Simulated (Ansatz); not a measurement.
Take Mg2Ge in the anti-fluorite structure (space group Fm-3m, No. 225; a = 6.3644 Å) as the base. Axes: x, y, z lie along the cube axes.

Calculations: plane-wave PAW DFT at the PBEsol level (Ansatz, a first-principles code, 420 eV), without spin-orbit coupling.

Strains are applied to the cell and any free atomic positions relax.

One change was made to it. Results:

```csv
quantity,base,after
shortest interatomic distance,2.756 Å,2.752 Å
"pressure (mean of the normal stresses, compression positive)",0.00 GPa,0.00 GPa
energy relative to the base (free energy F),0 meV/atom,+0.1 meV/atom
```

### Question
Which change produced these results?
A) tensor shear ε_xy = +0.29 %
B) tensor shear ε_xy = +0.86 %
C) tensor shear ε_xy = +1.43 %
D) tensor shear ε_xy = +1.71 %
E) tensor shear ε_xy = +1.14 %

### Answer
A, tensor shear ε_xy = +0.29 %. For comparison, the shortest interatomic distance in the other runs: tensor shear ε_xy = +1.71 % gives 2.731 Å; tensor shear ε_xy = +0.86 % gives 2.743 Å; tensor shear ε_xy = +1.43 % gives 2.735 Å; tensor shear ε_xy = +1.14 % gives 2.739 Å.

Stability against distortions was not tested. All final runs are without spin polarisation.
